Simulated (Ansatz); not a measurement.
Results of r²SCAN+rVV10 (Ansatz, a program for electronic structure, plane waves, PAW) for 1T (CdI2-type) MgI2.

Numerical settings: plane-wave cutoff 560 eV, 12×12×6 k mesh (along the axes of the cell as run), Fermi–Dirac smearing 0.01 eV, scalar-relativistic PAW data made under PBE.

Properties against volume:

Shape and atoms are relaxed at each volume.

```tsv
V (Å³/atom)	P (GPa)	direct gap at Γ (eV)	smallest gap on the k mesh (eV)	c (Å)
32.893	0.81	4.492	4.026	6.720
33.578	0.38	4.475	4.062	6.800
34.263	0.00	4.459	4.095	6.879
34.948	-0.30	4.451	4.130	6.962
35.634	-0.52	4.469	4.178	7.061
```

The fundamental gap (4.09 eV at the equilibrium volume, with added k points) lies elsewhere than Γ–Γ.

Note: the bulk modulus comes from volumes at which shape and atoms were relaxed.

Spin–orbit coupling is not included; with these elements it can move the gap by several tenths of an eV or more.
